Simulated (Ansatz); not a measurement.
Mg: pressure series

The reference is Mg in the hcp (Mg type) structure (space group P6_3/mmc, No. 194; a = 3.186 Å, c = 5.224 Å).

Cell and atoms are relaxed at each pressure.

Calculations: PBE/PAW in Ansatz (an electronic-structure program), spin-orbit coupling left out.

```csv
pressure (GPa),volume per atom (Å³/atom)
-2,24.465
-1,23.648
0,22.966
0.9,?
2.1,21.791
4.5,20.740
9,19.253
15,17.830
22.5,16.538
```

### Question
Fit the third-order Birch–Murnaghan form P(V) = (3B₀/2)[(V₀/V)^(7/3) − (V₀/V)^(5/3)]·[1 + (3/4)(B₀′ − 4)((V₀/V)^(2/3) − 1)] (squares taken in P) to the rows shown and predict the withheld row.

### Answer
Least squares on the printed values gives V₀ = 22.970 Å³/atom, B₀ = 36.1 GPa, B₀′ = 3.9; this predicts 22.430 Å³/atom, and the run gives 22.424 Å³/atom, 0.006 lower.

Load acts through the strain it causes; cell and atoms are relaxed under it. No phonon test of stability was made. No other phases were tried under pressure.
